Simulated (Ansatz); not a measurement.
Take Pd in the fcc (Cu type) structure (space group Fm-3m, No. 225; a = 3.9428 Å) as the base.

Calculations: Ansatz (a first-principles code), PBE, PAW, cutoff 420 eV, scalar-relativistic without spin-orbit coupling.

Before the change:

```
Quantity   Result
--------  -------
Pressure  0.0 GPa
Band gap     zero
```

Now apply this change: every lattice vector is stretched by 3.16 %, atoms relaxed at fixed cell.

### Question
What happens to the pressure?

### Answer
The pressure goes from zero to -12.0 GPa.

### Question
What happens to the energy relative to the base?

### Answer
The energy goes up by 63 meV/atom.

### Question
Estimate the effect on the band gap.

### Answer
The band gap is still zero.

The cells carry an imposed strain or load. Whether these cells are dynamically stable was not tested. All final runs are without spin polarisation. Pd lies near a magnetic instability that expansion can trigger; it was not tested.
